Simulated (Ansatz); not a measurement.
A user runs Ansatz (a program for electronic structure) on NbMoS4 (Pm, 6 atoms in the cell) and asks whether the run is sound. The aim is a self-consistent single point with DFT, LDA (PW92), plane waves, default PAW files made with PBE.

Cell that was meant: a = 5.7498 Å, b = 3.3130 Å, c = 6.5912 Å, α = 90.00°, β = 107.12°, γ = 90.00°.

Part of the input:

Ansatz 0.2 input:
```yaml
    - { symbol: S, position: [0.921280, 0.500000, 0.242560] }
    - { symbol: S, position: [0.757320, 0.500000, 0.756220] }
    - { symbol: S, position: [0.243350, 0.000000, 0.749890] }
basis:
  ecutwfc: 50
kpoints:
  mp_grid:
    grid: [4, 6, 3]
```

Log, with long lists cut:

```
   [... lines left out ...]
PAW frozen core: S, regenerated for the run's functional, and the local potential with it
Initial density: superposition of atomic densities (neutral atoms: chi_scale 0, normalization atom), corrected by the library's trained network
Initial wavefunctions: pseudopotential atomic-orbital guess
Eigensolver: davidson
Functional: x = slater, c = lda
SCF iter   1: F=—  HF=-12403.272498 eV  |F-HF|=—  |Δ(HF+E_count)|=         —  Δρ=4.75e-1  dr2=3.25e2  ethr=1.77e-3  ⟨swp⟩=1.0  Hψ=2715  notcnv=0
all-band conjugate gradients solve this SCF's bands
preconditioner: auto → LDOS
SCF iter   2: F=—  HF=-12172.236669 eV  |F-HF|=—  |Δ(HF+E_count)|=    2.31e2  Δρ=9.26e-2  dr2=3.19e1  ethr=1.77e-3  ⟨swp⟩=7.0  Hψ=4464  notcnv=0  defer=47
   [... lines left out ...]
SCF iter   9: F=—  HF=-12162.995338 eV  |F-HF|=—  |Δ(HF+E_count)|=   2.49e-5  Δρ=5.69e-5  dr2=6.64e-6  ethr=1.96e-7  ⟨swp⟩=2.0  Hψ=1235  notcnv=0  defer=43
SCF iter  10: F=—  HF=-12162.995336 eV  |F-HF|=—  |Δ(HF+E_count)|=   1.82e-6  Δρ=1.68e-5  dr2=9.19e-7  ethr=1.30e-8  ⟨swp⟩=2.0  Hψ=1312  notcnv=0  defer=43
SCF iter  11: F=-12162.995336 eV  HF=-12162.995336 eV  |F-HF|=3.67e-8  |Δ(HF+E_count)|=   2.34e-7  Δρ=3.99e-6  dr2=4.90e-8  ethr=1.96e-10  ⟨swp⟩=10.3  Hψ=4653  notcnv=0
SCF 1 converged in 11 iterations: F = -12162.995336 eV  dr2 = 4.90e-8
the forces of this run sum to 6.011e-1 eV/Å along one axis, over √6 times 1.000e-2 eV/Å (the walk's relax.f_tol, or that key's default on a run that moves no …
Free energy (F): -12162.995336 eV
Internal energy: -12162.983501 eV  (E = F + TS)
E sigma→0 (E₀):  -12162.989418 eV
Entropy (-TS):   -0.011835 eV (-1.972 meV/atom)
Fermi energy:    12.998377 eV
--- Forces (eV/Å), atoms counted from 1 ---
  atom   1  Nb    -1.08074954    -0.00000000     0.23680219
  atom   2  Mo     1.57466940     0.00000000     0.21785088
  atom   3  S      1.75060870    -0.00000000    -7.02883648
   [... lines left out ...]
  atom   6  S     -2.62216228    -0.00000000     6.64011967
--- Stress (GPa, compression-positive) ---
      -95.301309       0.000000       1.363259
        0.000000     -99.834144       0.000000
        1.363259       0.000000     -95.965094
  P = ⅓ Tr σ = -97.0335 GPa (-970.335 kbar)
  The stress holds the Pulay correction. Without it, at fixed plane waves, as pw.x and ABINIT print it: P = -789.9689 GPa
```

Q: Is anything amiss in this input, and did it matter?

A: The run is not sound. The fault is this: a cutoff meant in Ry typed as a bare number, read as eV. A bare number is read in the key's own unit, and eV, Ry (13.6 eV) and Ha (27.2 eV) lie far apart, so the setting ends up far from the one that was meant. To fix it, convert the value to the unit that the key expects. The run converged in 11 iterations without an error; against the sound input the free energy goes up by 101 eV/atom, the pressure goes from -9.11 to -97.03 GPa and the largest force goes from 0.782 to 10.45 eV/Å. At a fixed set of plane waves, without the program's Pulay estimate, the pressure is -789.97 GPa against -9.12 GPa.

An input that runs soundly differs in these lines (not the only fix; some lines may just follow from the change or write a value another way):
```diff
-basis:
-  ecutwfc: 50
```

With that input, the run converged in 7 iterations: free energy E − TS (on the zero of these files) -12769.5853 eV; Fermi level (on the code's own zero) 8.31 eV; pressure -9.11 GPa; largest force (vector length) 0.782 eV/Å (DFT, LDA (PW92), plane waves, default PAW files made with PBE).

On the sound input: the starting cell comes from a database of computed structures (which also holds hypothetical and non-ambient phases and stackings), without a prior relaxation at this level. Its lattice was rescaled by a random factor within 2.5 % of one. Spin polarisation is off; with an odd number of electrons in the cell that forces a metal, and a magnetic state may lie lower. With a pressure of about -9 GPa the cell is away from its equilibrium volume at this level. Ansatz's pressure includes its estimate of the finite-basis (Pulay) stress.
